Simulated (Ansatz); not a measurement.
The parent structure is Ge in the diamond structure (space group Fd-3m, No. 227; a = 5.675 Å).

Computed with r2SCAN in Ansatz (plane waves to 500 eV, PAW, scalar-relativistic without spin-orbit coupling).

One change was made to it. Results:

| quantity | base | after |
|---|---|---|
| band gap | 0.36 eV | zero |
| lattice parameter a | 10.723 bohr | 12.409 bohr |

Problem. What was done to the base?
A. Ge → Sn
B. Ge → Os
C. Ge → Pb
D. Ge → Ru

Solution. A, Ge → Sn. For comparison, the lattice parameter a in the other runs: Ge → Os gives 10.427 bohr; Ge → Ru gives 10.230 bohr; Ge → Pb gives 13.137 bohr.

No phonon test of stability was made. As relaxed here, Os and Ru are hypothetical phases, not in the database extracts checked. For Pb in this form, whether it has been made was not checked. The final runs are not spin-polarised. This is not the structure that Pb has at room temperature and ambient pressure.

Ansatz is a first-principles code.
